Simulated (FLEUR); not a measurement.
## Equation of state of Mg3Sb2 (space group 164): energy against volume (FLEUR, PBE)

```
Mg3Sb2
1.0
    4.47892     0.00000     0.00000
   -2.23946     3.87886     0.00000
    0.00000     0.00000     7.10144
Mg Sb
3 2
Direct
  0.00000   0.00000   0.00000
  0.33333   0.66667   0.63400
  0.66667   0.33333   0.36600
  0.33333   0.66667   0.22800
  0.66667   0.33333   0.77200
```

Level of theory: PBE, all-electron FLAPW (FLEUR), scalar-relativistic valence in FLEUR. Settings: Kmax = 4.79 1/bohr; GmaxXC = 14.4 1/bohr; xcFunctional = pbe; jspins = 1; l_soc = F; mode = hist; fermiSmearingEnergy = 0.00036749 Htr; mesh (inpgen div1-3) = 5 5 2; inpgen gamma flag = true; Gmax = 14.4 1/bohr; numbands = 0; maxIterBroyd = 40; imix = Anderson; alpha = 0.05; precondParam = 0; minDistance = 1e-05 me/bohr^3. The cell above is the first row's. The rows scale it uniformly. In all rows fractional positions and the k mesh are held. E is the free energy at the stated smearing, counted from the lowest row.

```
V (Å^3/atom)  E (meV/atom)
------------  ------------
24.675               23.94
25.211               12.40
25.748                4.82
26.284                0.82
26.820                0.00
27.357                2.09
27.893                6.77
28.430               13.81
28.966                   ?
```

Question: Fit E against V with the third-order Birch-Murnaghan form, a cubic in V^(-2/3), and predict the withheld value at V = 28.966.

Answer: With u = V^(-2/3) - 0.112, the rows have u = 0.005985, 0.004307, 0.002684, 0.001120, -0.000392, -0.001858, -0.003273, -0.004647. Least squares gives E = -0.075 + 54.0·u + 657518·u² + 636195·u³. Residuals (row less fit): 0.003, -0.006, 0.001, 0.009, -0.005, 0.000, 0.000, 0.001; standard error 0.006 (degrees of freedom: 4). Its minimum lies at u = -0.000041, so V0 = (0.111959)^(-3/2) = 26.69. There d²E/du² = 1315000 and d³E/du³ = 3817000, so B0 = (4/9) × 26.69^(-7/3) × 1315000 × 0.160218 = 44.0 GPa (the last factor turns the table's units into GPa), and B0' = 4 + (2/3) × 0.111959 × (3817000)/1315000 = 4.2. At the withheld row, u = -0.005975, so E = -0.075 + 54.0 × (-0.005975) + 657518 × (-0.005975)² + 636195 × (-0.005975)³ = 22.940 meV/atom. The calculation gives 22.96 meV/atom, 0.020 meV/atom above the prediction (0.1 % of the range of E in the table). The row lies outside the fitted rows, so this is an extrapolation. From the scatter of the fitted rows alone, a prediction at this place has a standard error of 0.014 meV/atom, so the miss is 1.4 times that.

Carrying the step between the two nearest rows on in a straight line would have given 20.84, off by 2.12; series whose last step already gives the withheld value aren't shown. The scan was laid around a cell of about the measured size, scaled by a guess for this functional; axis ratios and inner coordinates come from that cell. The runs keep the symmetry of the cell, so they don't test it for distortions. Values depend on the basis (sphere radii, cutoffs, local orbitals), which need not be converged. Spin-orbit coupling is off. The shape of the cell and the inner coordinates aren't relaxed, so V0 and B0 belong to this uniform scaling; a relaxed crystal lies no higher in energy and is usually softer. Cutoffs and mesh are single choices, not tested for convergence of this quantity. Series with a scatter that would blur these digits, or in which a gap closes, are not shown. Nor are scans whose minimum lies at an end fitted in this form.
